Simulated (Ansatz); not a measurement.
Input:

End structure of H on the (100) surface of germanium (p(2x2) alternately buckled dimers; a constructed slab, bottom: dihydride, held), one in a cell of 66 Å², started at the site 'top Ge':

```xyz
41
Lattice="8.1459 0.0000 0.0000 0.0000 8.1459 0.0000 0.0000 0.0000 30.5000" Properties=species:S:1:pos:R:3 pbc="T T T"
Ge     2.0365     0.0000    10.6178
Ge     6.1094     0.0000    10.6178
Ge     2.0365     4.0729    10.6178
Ge     6.1094     4.0729    10.6178
Ge     2.0365     2.0365    12.0578
Ge     6.1094     2.0365    12.0578
Ge     2.0365     6.1094    12.0578
Ge     6.1094     6.1094    12.0578
Ge    -0.0164     2.0385    13.4840
Ge     4.0894     2.0344    13.4840
Ge    -0.0164     6.1074    13.4840
Ge     4.0894     6.1115    13.4840
Ge    -0.0696     0.0000    14.9154
Ge     4.0857     0.0000    14.9220
Ge    -0.0127     4.0729    14.9220
Ge     4.1425     4.0729    14.9154
Ge     2.0067     0.0000    16.2761
Ge     6.0840     0.0000    16.4413
Ge     2.0694     4.0729    16.2761
Ge     6.1350     4.0729    16.4288
Ge     2.0383     2.0365    17.6725
Ge     6.0797     2.0460    17.9001
Ge     2.0383     6.1094    17.6725
Ge     6.0797     6.0999    17.9001
Ge     0.0598     2.0281    19.2348
Ge     3.9755     2.1625    19.2716
Ge     0.0598     6.1178    19.2348
Ge     3.9755     5.9834    19.2716
Ge     0.8307     0.0000    20.4436
Ge     3.3454     0.0000    20.2740
Ge     1.0873     4.0729    20.1093
Ge     3.5129     4.0729    20.9177
H      3.2426     0.0000     9.6127
H      0.8304     0.0000     9.6127
H      7.3155     0.0000     9.6127
H      4.9033     0.0000     9.6127
H      3.2426     4.0729     9.6127
H      0.8304     4.0729     9.6127
H      7.3155     4.0729     9.6127
H      4.9033     4.0729     9.6127
H      0.3484     0.0000    21.9227
```

Set-up: 41 atoms, 11.3 Å thick at the start with caps and adatoms under the adsorbate (thin: gaps and levels are the slab's own); mesh 3x3x1; 0.01 eV smearing; dipole correction on; single point; on the structure that PBE left under its start's symmetry; spin-polarised, ending with about 1.0 μB a cell, a value that depends on the mesh; orders that need a larger cell were not tried, no spin-orbit, no U, no dispersion correction. Its gap by band count is narrow, 0.06 eV on this mesh, and the smearing reaches across it. The program's check for a lower electronic state was not made. At the end it is bonded to Ge. In PBE this state lies 0.03 eV over the lowest of the starts that converged ('top Ge #2').

A negative adsorption energy means that the adsorbate is more stable on the surface than in its reference.

### Question
Predict the change of the step from the bottom to the top vacuum level, against the clean slab from r2SCAN, at the PBE geometry and the start's symmetry (Ansatz, an electronic-structure program).

### Answer
0.014 eV

### Question
Give the adsorption energy against ½ H2(g) at the same level at the level r2SCAN, at the PBE geometry and the start's symmetry.

### Answer
-0.38 eV
